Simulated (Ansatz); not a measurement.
Base system: ZnSe in the zinc blende structure (space group F-43m, No. 216; a = 5.666 Å). Axes: x, y, z lie along the cube axes.

All numbers come from Ansatz (an electronic-structure program) r2SCAN, scalar-relativistic without spin-orbit coupling.

Strains are applied to the cell and any free atomic positions relax; under biaxial strain the out-of-plane vector relaxes too.

One change was made to it. Results:

| quantity | base | after |
|---|---|---|
| valence-band top at Γ (three highest levels, from the VBM) | 0.00, 0.00, 0.00 eV | 0.00, 0.00, -0.13 eV |
| pressure (mean of the normal stresses, compression positive) | -0.01 GPa | 0.86 GPa |
| electron mass | 0.12 mₑ (at Γ) | 0.13 mₑ (at Γ) |

Question: Name the change that was made.
A) biaxial strain −1.50 %, plane normal [001], relaxed out of plane
B) biaxial strain −2.00 %, plane normal [001], relaxed out of plane
C) biaxial strain −3.00 %, plane normal [001], relaxed out of plane
D) biaxial strain −0.50 %, plane normal [001], relaxed out of plane

Answer: A, biaxial strain −1.50 %, plane normal [001], relaxed out of plane. For comparison, the valence-band top at Γ in the other runs: biaxial strain −2.00 %, plane normal [001], relaxed out of plane gives 0.00, 0.00, -0.18 eV; biaxial strain −3.00 %, plane normal [001], relaxed out of plane gives 0.00, 0.00, -0.28 eV; biaxial strain −0.50 %, plane normal [001], relaxed out of plane gives 0.00, 0.00, -0.04 eV.

The levels and masses belong to the bands next to the band gap. Masses are band curvatures over ±0.01 Å⁻¹ around the edge. Stability against distortions was not tested.
